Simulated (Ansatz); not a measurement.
Bond-angle distributions (per cent of the angles at each element, bins of 10°) of a relaxed model of amorphous Zr20O43Ga2 at 5.34 g/cm³. The numbers are results of PBE, scalar-relativistic without spin-orbit coupling (plane waves to 420 eV, PAW; Ansatz, an electronic-structure program), not measurements.

The cell was made by melting and quenching with the CHGNet potential and then relaxed with DFT. O atoms were pushed apart under 1.9 Å during the dynamics, to hinder bonds among them. The hot cell started wider than the set density and was brought back towards it in steps. It is the lowest in DFT energy of 2 quenches. It is a model cell: composition and starting density were chosen by hand, and all elements were melted together. No dispersion term was used. Its density started from a set value of 5.29 and ended at 5.34 g/cm³. The simulated quench (nominally 300 K/ps over its main leg) is rapid and tends to freeze in more defects than a deposited or slowly cooled glass has. Values belong to this one cell and scatter from quench to quench. Volume and shape were free in the relaxation.

Neighbours within Zr-Zr 3.41 Å, Zr-O 2.70 Å, Zr-Ga 3.05 Å, O-O 1.58 Å, O-Ga 2.26 Å, Ga-Ga 2.68 Å count as bonded. Two cations that share two anions don't count as bonded, nor two that share one unless they lie closer than Zr-Zr 3.32 Å, Zr-Ga 2.96 Å, Ga-Ga 2.61 Å.

```json
[
 {"angle (°)": "50-60", "at Zr": "0", "at O": "0"},
 {"angle (°)": "60-70", "at Zr": "6", "at O": "0"},
 {"angle (°)": "70-80", "at Zr": "25", "at O": "0"},
 {"angle (°)": "80-90", "at Zr": "18", "at O": "3"},
 {"angle (°)": "90-100", "at Zr": "10", "at O": "24"},
 {"angle (°)": "100-110", "at Zr": "5", "at O": "29"},
 {"angle (°)": "110-120", "at Zr": "6", "at O": "14"},
 {"angle (°)": "120-130", "at Zr": "6", "at O": "11"},
 {"angle (°)": "130-140", "at Zr": "8", "at O": "9"},
 {"angle (°)": "140-150", "at Zr": "8", "at O": "9"},
 {"angle (°)": "150-160", "at Zr": "4", "at O": "1"},
 {"angle (°)": "160-170", "at Zr": "3", "at O": "0"},
 {"angle (°)": "170-180", "at Zr": "1", "at O": "1"}
]
```

They go with these counts of neighbours within the cut-offs, cation contacts included: Zr mean 6.6, most often 7; O mean 3.3, most often 3.
